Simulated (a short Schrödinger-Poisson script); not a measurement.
System: gated In0.52Al0.48As/In0.53Ga0.47As δ-doped gas in a quantum well, at 20 K.

| layer | material | thickness (nm) | Na (cm⁻³) |
|---|---|---|---|
| 1 | In0.52Al0.48As | 10 | - |
| 2 | In0.52Al0.48As | 5 | - |
| 3 | In0.53Ga0.47As | 8 | - |
| 4 | In0.52Al0.48As | 4000 | 1e15 |

The device is made up for the run: typed textbook-type constants, with dimensions and the other settings drawn at random. In0.52Al0.48As: permittivity 12.5, conduction-band edge (eV) 0.52, gap (eV) 1.45, electron mass (mₑ) 0.075, Nv at 300 K (cm⁻³) 1.1e19. In0.53Ga0.47As: permittivity 13.9, conduction-band edge (eV) 0, gap (eV) 0.74, Nv at 300 K (cm⁻³) 7.7e18.

Channel valleys (confinement mass, in-plane density-of-states mass, number): Γ 0.041, 0.041, 1. At the gate the conduction-band edge of layer 1 lies 0.65 eV − eVg above the Fermi level of the channel; the field vanishes at the back. Sheet of ionised δ-doping: +2.4e12 e/cm² at 10 nm from the gate. The barrier under the gate holds no holes. Gaps are held at their typed values at every temperature. Mesh 0.08 nm at interfaces.

Solved with a short Schrödinger-Poisson script written for these runs: 1D Poisson equation in equilibrium, electrons quantum, Hartree plus LDA exchange-correlation (BenDaniel-Duke, 40 states a valley, the channel's in-plane mass for all, wave functions free to enter the barrier), parabolic valleys, classical holes, full ionisation, no traps, pinning or gate leakage.

The same stack at other levels of the model or other numerical settings:

```tsv
run	sheet density of all electrons at Vg = 0.4 V (cm⁻²)	sheet density of all electrons at Vg = -0.1 V (cm⁻²)	capacitance at Vg = 0.4 V (μF/cm²)	centroid of the channel electrons at Vg = 0.4 V (nm)	rough cost against the base
base	1.73e12	7.53e10	0.534	3.57	about 1
electrons treated as classical, Boltzmann	2.63e12	…	0.731	0.30	0.02
electrons treated as classical, Fermi-Dirac	1.75e12	…	0.527	…	0.09
electrons treated as quantum, Hartree	1.68e12	5.73e10	0.529	3.59	about 1
mesh six times as coarse	1.73e12	7.22e10	0.534	3.55	0.2
one subband a valley	1.73e12	7.53e10	0.534	3.57	0.2
```

Q: What belongs in the gaps?

A: 
- electrons treated as classical, Fermi-Dirac, centroid of the channel electrons at Vg = 0.4 V (nm): 3.42
- electrons treated as classical, Fermi-Dirac, sheet density of all electrons at Vg = -0.1 V (cm⁻²): 2.05e11
- electrons treated as classical, Boltzmann, sheet density of all electrons at Vg = -0.1 V (cm⁻²): 3.66e11

The classical rows ignore confinement, and Boltzmann statistics overrate the density once the band edge passes the Fermi level.
